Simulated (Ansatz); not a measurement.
# CsCl-type CoAl

These are PBE-D3(BJ) in Ansatz (PAW) values and carry that method's errors.

Run with plane-wave cutoff 500 eV, 20×20×20 k mesh, Fermi–Dirac smearing 0.1 eV, no spin polarisation, scalar-relativistic PAW data made under PBE.

Cell (relaxed at this level):

```xyz
2
Lattice="2.8201 0.0000 0.0000 0.0000 2.8201 0.0000 0.0000 0.0000 2.8201" Properties=species:S:1:pos:R:3 pbc="T T T"
Al     1.4101     1.4101     1.4101
Co     0.0000     0.0000     0.0000
```

volume per atom: 11.21 Å³/atom
lattice parameter a: 2.820 Å

Measured, for comparison: equilibrium volume per atom 11.71 Å³/atom, lattice constant a 2.861 Å (room temperature, no zero-point or thermal correction; as tabulated in Yamada et al. (2019), arXiv:1910.09660). Computed (rounded) less measured: equilibrium volume per atom -4.3 %, lattice constant a -1.4 %. A static lattice is as a rule a little smaller and stiffer than an uncorrected measurement, which narrows the difference in the lattice constant a and would widen misses of the other sign.

Static lattice: no zero-point or thermal effects.

Ansatz is an electronic-structure program.
